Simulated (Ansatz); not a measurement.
Worked calculations on one periodic cell of amorphous Ti₂₀O₃₉Cl₂: Ti20O39Cl2, 61 atoms, volume 775.7 Å³, made by a melt-quench on the CHGNet potential and relaxed with DFT. Anions were pushed apart under 1.9 Å during the dynamics, to hinder bonds among them. It is a model cell: composition and starting density were chosen by hand, and all elements were melted together. Cycles of charging were run to anneal it. These are PBE, scalar-relativistic without spin-orbit coupling (plane waves to 420 eV, PAW; Ansatz, an electronic-structure program) values and carry that method's errors. Sampling: a 2×2×2 Γ-centred mesh; Fermi-Dirac width 0.02 eV; no spin polarisation. Its volume was held where the quench left it, its shape was free, and it stands at a mean pressure of 2.7 GPa with stress components up to 2.7 GPa; the relaxation ran on the zone centre alone. Its density went from a set 3.54 to 3.54 g/cm³. The cell is small and was quenched far faster than a real film, so it is one sample of the glass.

Task: Count formal charges (Ti +4, O -2, Cl -1). What does the count lead one to expect at the Fermi level, and what does the calculation give?

Result: 20 × (+4) + 39 × (-2) + 2 × (-1) = 0. The charges balance, so the anion-derived valence states can be full and a gap can open. On this mesh the highest filled and lowest empty level lie 2.16 eV apart, the PBE gap of this cell, with a localised state at one edge or both.

Four energies for an added electron at PBE on the zone centre alone (charged cells in a uniform background, spin-polarised): neutral at the neutral geometry -74359.573 eV; charged at the neutral geometry -74350.877 eV; charged and relaxed -74351.087 eV; neutral at the charged geometry -74359.282 eV.

Task: Find the two relaxation energies and their sum, the reorganisation energy.

Result: On charging: -74350.877 − (-74351.087) = 0.210 eV. On discharging: -74359.282 − (-74359.573) = 0.291 eV. The sum is 0.501 eV. The carrier's level spreads over 8 of the 61 atoms' worth, so it counts as partly localised, most on one Ti atom with neighbours O 1.80 Å, O 1.85 Å, O 1.97 Å, O 2.01 Å, O 2.09 Å, O 2.16 Å (neutral geometry). The values are uncorrected: the image energy of a point charge in this cell, 2.84 × 14.40 / (2 × 9.2) = 2.2 eV before screening, is screened by electrons alone at the fixed geometry and by ions too after relaxing, and the carrier can be spread before it relaxes, so each term can be off by up to that value times 1/ε∞, some tenths of an eV. PBE's self-interaction favours spread-out carriers, so a hybrid can localise more.

Four energies for a hole at PBE on the zone centre alone (charged cells in a uniform background, spin-polarised): neutral at the neutral geometry -74359.573 eV; charged at the neutral geometry -74365.768 eV; charged and relaxed -74365.944 eV; neutral at the charged geometry -74358.745 eV.

Task: Find the two relaxation energies and their sum, the reorganisation energy.

Result: On charging: -74365.768 − (-74365.944) = 0.176 eV. On discharging: -74358.745 − (-74359.573) = 0.828 eV. The sum is 1.004 eV. The carrier's level spreads over 3 of the 61 atoms' worth, so it counts as localised, most on one Cl atom with neighbours Ti 2.54 Å, Ti 2.59 Å (neutral geometry). The values are uncorrected: the image energy of a point charge in this cell, 2.84 × 14.40 / (2 × 9.2) = 2.2 eV before screening, is screened by electrons alone at the fixed geometry and by ions too after relaxing, and the carrier can be spread before it relaxes, so each term can be off by up to that value times 1/ε∞, some tenths of an eV. PBE's self-interaction favours spread-out carriers, so a hybrid can localise more.
